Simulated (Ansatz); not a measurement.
Results of r²SCAN0 in Ansatz (PAW) for CsCl-type RuAl.

Settings: plane-wave cutoff 520 eV, 10×10×10 k mesh, Fermi–Dirac smearing 0.05 eV, no spin polarisation, scalar-relativistic PAW data made under PBE.

Cell (relaxed at this level):

```cif
data_AlRu
_chemical_formula_sum 'Al1 Ru1'
_space_group_name_H-M_alt 'P 1'
_space_group_IT_number 1
_cell_length_a 2.95831
_cell_length_b 2.95831
_cell_length_c 2.95831
_cell_angle_alpha 90.000
_cell_angle_beta 90.000
_cell_angle_gamma 90.000
loop_
_space_group_symop_operation_xyz
  'x, y, z'
loop_
_atom_site_label
_atom_site_type_symbol
_atom_site_fract_x
_atom_site_fract_y
_atom_site_fract_z
_atom_site_occupancy
Al1 Al 0.50000 0.50000 0.50000 1
Ru1 Ru 0.00000 0.00000 0.00000 1
```

**Question.** Estimate the bulk modulus and pressure derivative B′ of the bulk modulus that the calculation returns.

**Answer.** 
bulk modulus: 239 GPa
pressure derivative B′ of the bulk modulus: 4.3

Note: the run has no spin polarisation, so it can have missed a magnetic state.

The computed numbers hold no vibrational or temperature effects.

It cost about 40 core-minutes (a rough figure) of CPU time.

Ansatz is a quantum-chemistry and plane-wave program.
